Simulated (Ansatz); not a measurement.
Base system: Cs in the bcc (W type) structure (space group Im-3m, No. 229; a = 6.2746 Å).

All numbers come from r2SCAN, PAW, 500 eV (Ansatz, a first-principles code; spin-orbit coupling left out), earlier PAW set.

For the base:

```
Quantity       Value
--------  ----------
Density   1.79 g/cm³
```

The change: Ca takes the place of Cs on all its sites; the structure is relaxed again.

Tabulated Pauling electronegativity and covalent radius: Cs 0.79, 2.44 Å; Ca 1.00, 1.76 Å.

**Question.** What does the calculation give for the density after the change?

**Answer.** The density decreases by 0.25 g/cm³ to 1.54 g/cm³.

Whether these cells are dynamically stable was not tested. All final runs are without spin polarisation. This is not the structure that Ca has at room temperature and ambient pressure.
